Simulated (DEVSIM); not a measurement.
System: abrupt GaAs n-p junction, at 300 K.

Layer 1 from the left is GaAs, thickness (μm) 2.50, Nd (cm⁻³) 9.8e15, τn (s) 5.1e-8, τp (s) 5.1e-8. Layer 2 from the left is GaAs, thickness (μm) 1.70, Na (cm⁻³) 1.5e16, τn (s) 5.1e-8, τp (s) 5.1e-8.

Left contact: ohmic. Right contact: ohmic. Voltage is applied to the left contact. Recombination: SRH at mid-gap, radiative. Mobility is μmin + (μ − μmin)/(1 + (N/Nref)^α).

Constants are typed, rounded textbook-type inputs, not results; the design itself was drawn at random and stands for no fabricated device. Values at 300 K.

GaAs: gap (eV) 1.424, affinity (eV) 4.07, permittivity 12.9, Nc (cm⁻³) 4.7e17, Nv (cm⁻³) 9e18, μn (cm²/Vs) 8500, μp (cm²/Vs) 400, μn,min 500, μp,min 20, Nref,n 6e16, Nref,p 1.5e17, αn 0.39, αp 0.38, B (cm³/s) 2e-10.

Q: Estimate by hand the built-in potential, the peak field at zero bias, the capacitance at 3 V, and compare with a numerical solution.

A: 
- Built-in potential: ni = √(Nc Nv) exp(−Eg/2kT) = 2250000 cm⁻³ with Eg = 1.424 eV; Vbi = kT/q ln(Na Nd/ni²) = 1.159 V; numerical 1.159 V.
- Peak field at zero bias: depletion approximation: W = √(2εVbi/(qN)) = 0.528 μm with N = 5.93e15 cm⁻³; field = 2Vbi/W = 43900 V/cm; numerical 42900 V/cm (estimate above by 2.3 %).
- Capacitance at 3 V: C = √(qεN / 2(Vbi + |V|)) = 11.4 nF/cm²; numerical 11.5 nF/cm² (estimate below by 0.64 %).

Simulated with DEVSIM: 1D drift-diffusion, Boltzmann statistics, complete ionisation; no tunnelling, impact ionisation, image-force lowering or self-heating.
